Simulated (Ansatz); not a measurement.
The parent structure is TiO2 in the rutile structure (space group P4_2/mnm, No. 136; a = 4.6435 Å, c = 2.9637 Å).

(Cell as relaxed with PBE.)

Levels (all Ansatz, a quantum-chemistry and plane-wave program, PAW, earlier PAW set): PBE (420 eV, scalar-relativistic without spin-orbit coupling); r2SCAN (500 eV, without spin-orbit coupling).

Each level relaxes its own structure.

```
base                        PBE      r2SCAN
-------------------  ----------  ----------
volume per atom        10.65 Å³    10.41 Å³
lattice parameter a  8.775 bohr  8.688 bohr
band gap                1.86 eV     2.22 eV
```

One thing is altered: a hydrostatic pressure of 0.3 GPa.

| quantity | PBE | r2SCAN |
|---|---|---|
| valence-band top at Γ (three highest levels, from the VBM) | 0.00, -0.42, -0.42 eV | 0.00, -0.47, -0.47 eV |
| volume per atom | 10.64 Å³ | 10.39 Å³ |
| band gap | 1.86 eV | 2.23 eV |
| shift of the gap caused by the change | 0.00 eV | 0.00 eV |
| c/a ratio | 0.638 | 0.643 |

PBE's volume per atom lies 0.242 Å³ above r2SCAN's (2.3 %); PBE's band gap lies 0.361 eV below r2SCAN's; PBE's c/a ratio lies 0.0043 below r2SCAN's; the two agree on the shift of the gap caused by the change. Neither level is exact; r2SCAN is the comparison here, not a measurement.

Load acts through the strain it causes; cell and atoms are relaxed under it. Whether these cells are dynamically stable was not tested. The final runs are not spin-polarised.
